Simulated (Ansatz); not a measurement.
Base system: BN in the rock salt structure (space group Fm-3m, No. 225; a = 3.5035 Å; a hypothetical phase, not in the database extracts checked).

(Cell as relaxed with PBE.)

Levels (all Ansatz, a quantum-chemistry and plane-wave program, PAW): PBE (420 eV, no spin-orbit coupling); PBEsol (420 eV, without spin-orbit coupling).

Each level relaxes its own structure.

```json
[
 {"base": "volume per atom", "PBE": "5.38 Å³", "PBEsol": "5.28 Å³"},
 {"base": "lattice parameter a", "PBE": "3.503 Å", "PBEsol": "3.483 Å"},
 {"base": "band gap", "PBE": "1.13 eV", "PBEsol": "1.29 eV"}
]
```

Now apply this change: electrons 7.0×10^21 cm⁻³, on a uniform background at fixed cell.

| quantity | PBE | PBEsol |
|---|---|---|
| gap between the host's bands | 1.15 eV | 1.31 eV |
| Fermi level relative to the doped band's edge (positive inside the band; to 0.05 eV) | +1.00 eV | +0.95 eV |
| shift of the gap caused by the change | +0.02 eV | +0.02 eV |

PBE's gap between the host's bands lies 0.16 eV below PBEsol's; the two agree on the shift of the gap caused by the change. Neither level is exact; PBEsol is the comparison here, not a measurement.

Carriers are added with a uniform compensating background; total energy and stress of such cells depend on the potential's zero and are not compared; many-body gap narrowing is missing at this level. Stability against distortions was not tested.
